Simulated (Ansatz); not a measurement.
Consider SiC in the wurtzite structure (space group P6_3mc, No. 186; a = 3.076 Å, c = 5.048 Å).

Perturbation: an isotropic linear strain of −0.79 %; the atoms relax in the strained cell.

Levels (all Ansatz, a first-principles code, PAW, earlier PAW set): PBEsol (420 eV, no spin-orbit coupling); r2SCAN (500 eV, scalar-relativistic without spin-orbit coupling); HSE06 (420 eV, no spin-orbit coupling); PBEsol+SOC (420 eV, spin-orbit coupling included).

One geometry, relaxed with PBEsol, under each level:

The valence-band top lists the three highest levels at Γ (Kramers pairs under SOC), from the VBM.

```tsv
level	band gap	lowest conduction level above the VBM at special points	valence-band top at Γ	electron mass	pressure
PBEsol	2.08 eV	K 2.08 eV; M 2.70 eV; L 3.23 eV; Γ 4.93 eV	0.00, 0.00, -0.11 eV	0.26 mₑ along c, 0.42 mₑ across (at K)	5.56 GPa
r2SCAN	2.62 eV	K 2.62 eV; M 3.27 eV; L 3.77 eV; Γ 5.57 eV	–	0.26 mₑ along c, 0.42 mₑ across (at K)	5.65 GPa
HSE06	3.13 eV	K 3.13 eV; M 3.79 eV; L 4.33 eV; Γ 6.17 eV	–	–	–
PBEsol+SOC	2.08 eV	K 2.08 eV; M 2.69 eV; L 3.22 eV; Γ 4.93 eV	0.00, -0.01, -0.12 eV	0.26 mₑ along c, 0.42 mₑ across (at K)	5.56 GPa
```

Single points use the geometry relaxed with PBEsol. Their cutoffs differ, which shifts pressures a little. HSE06 gaps are upper bounds (no full band path). Differences between runs with and without spin-orbit coupling are approximate. Effective masses come from finite differences of ±0.01 Å⁻¹. Whether these cells are dynamically stable was not tested.
